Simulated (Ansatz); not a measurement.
ZnS, pressure series

The parent structure is ZnS in the zinc blende structure (space group F-43m, No. 216; a = 5.357 Å).

Cell and atoms are relaxed at each pressure.

The values are results of plane-wave PAW DFT at the PBEsol level (Ansatz, a quantum-chemistry and plane-wave program, 420 eV), no spin-orbit coupling, not measurements.

Candidates:
(a) pressure 4.2 GPa
(b) pressure 60 GPa
(c) pressure 9 GPa
(d) pressure 45 GPa
(e) pressure 30 GPa

Base values:

| Item | Result |
|---|---|
| Band gap | 2.09 eV |

Q: Order them by band gap, lowest first.

A: (b) pressure 60 GPa (2.14 eV), (a) pressure 4.2 GPa (2.29 eV), (d) pressure 45 GPa (2.32 eV), (c) pressure 9 GPa (2.49 eV), (e) pressure 30 GPa (2.54 eV)

Load acts through the strain it causes; cell and atoms are relaxed under it. Stability against distortions was not tested. Measured, ZnS leaves this structure (for rock salt) near 14.7 GPa (temperature not stated; as listed in Datta, Sujoy, Jana, Debnarayan, arXiv (2020)), on rising pressure, with hysteresis.
